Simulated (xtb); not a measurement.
xtb 6.7.1, GFN2-xTB: Cu(OMe)(MeCN) (CC#[N]->[Cu][O]C), 12 atoms. The geometry is a generated start, not checked to be a minimum at this level.

| Quantity | Value |
|---|---|
| run flags | --grad |
| method | GFN2-xTB |
| --acc | 1 (default) |
| --etemp (K) | 300 (default) |
| basis functions | 36 |
| valence electrons | 40 |

```xyz
12

Cu     0.7592    -0.1301    -0.3948
O      1.8444    -0.7717    -1.5351
C      1.6792    -1.5778    -2.6420
H      1.0309    -1.1108    -3.4005
H      2.6610    -1.7601    -3.1013
H      1.2391    -2.5535    -2.3816
C     -1.8147     1.5093     2.5887
C     -0.9726     0.9513     1.5791
N     -0.3267     0.4868     0.7403
H     -1.9111     2.5851     2.4392
H     -1.3864     1.3215     3.5736
H     -2.8022     1.0501     2.5344
```

Charge 0 and multiplicity 1 are set for this test and not shown to be the ground state.

One run each on 1 thread. Values of broydamp tried: 0.02, 0.05, 0.1, 0.2, 0.4 (default), 0.6, 0.8, 1.

**Question.** Which value of broydamp needs the fewest SCC iterations, and what happens away from it?

**Answer.** Fewest SCC iterations, within one of each other: 0.4 (default) with 13, 0.6 with 13. The count rises to 25 at 0.02. All converge to one solution.

| broydamp | SCC iterations | end |
|---|---|---|
| 0.02 | 25 | same solution |
| 0.05 | 23 | same solution |
| 0.1 | 20 | same solution |
| 0.2 | 17 | same solution |
| 0.4 (default) | 13 | same solution |
| 0.6 | 13 | same solution |
| 0.8 | 18 | same solution |
| 1 | 20 | same solution |
